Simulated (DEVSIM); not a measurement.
Device: illuminated Si n-on-p cell, one wavelength, with a back-surface field, at 300 K.

```csv
layer (left to right),material,thickness (μm),Nd (cm⁻³),Na (cm⁻³),τn (s),τp (s),absorption coefficient (cm⁻¹)
1,Si,0.0870,3.3e18,-,8.2e-5,1.7e-5,1100
2,Si,49.0,-,2.1e16,0.00075,0.00075,1100
3,Si,0.250,-,2.3e18,0.00075,0.00075,1100
```

Left contact: ohmic, minority hole recombination velocity 2000 cm/s. Right contact: ohmic, minority electron recombination velocity 4000 cm/s. Voltage is applied to the left contact. Recombination: SRH at mid-gap, radiative, Auger. Gap narrowing is on: ΔEg = 6.92 meV × (l + √(l² + 0.5)), l = ln(N/1.3e17 cm⁻³), shared equally by both band edges. Light enters at the left, 4.4e16 photons cm⁻² s⁻¹, one pass, no reflection. Mobility is μmin + (μ − μmin)/(1 + (N/Nref)^α).

The device is made up for the run: typed textbook-type constants, with dimensions and the other settings drawn at random. Values at 300 K.

```
parameter           Si
-------------  -------
gap (eV)         1.124
affinity (eV)     4.05
permittivity      11.7
Nc (cm⁻³)      2.86e19
Nv (cm⁻³)       3.1e19
μn (cm²/Vs)       1417
μp (cm²/Vs)        470
μn,min              52
μp,min              45
Nref,n          9.7e16
Nref,p          2.2e17
αn                0.68
αp                0.72
B (cm³/s)      4.7e-15
Cn (cm⁶/s)     2.8e-31
Cp (cm⁶/s)     9.9e-32
```

Simulated with DEVSIM: 1D drift-diffusion, Boltzmann statistics, complete ionisation; no tunnelling, impact ionisation, image-force lowering or self-heating.

The photon flux was swept, all else fixed.

```
photon flux (cm^-2 s^-1)  fill factor  open-circuit voltage (V)  short-circuit current (mA/cm²)  largest power (mW/cm²)
------------------------  -----------  ------------------------  ------------------------------  ----------------------
1.3e15                           0.81                       ___                             ___                  0.0896
4.4e15                           0.82                     0.566                           0.698                   0.323
1.3e16                           0.83                     0.594                            2.06                    1.01
4.4e16                           0.83                     0.625                            6.98                    3.63
1.3e17                           0.84                     0.653                            20.6                    11.3
4.4e17                           0.84                     0.685                            69.8                    40.3
1.3e18                           0.85                     0.713                             206                     125
```

Q: What belongs in the gaps?

A: 
- 1.3e15, open-circuit voltage (V): 0.534
- 1.3e15, short-circuit current (mA/cm²): 0.206
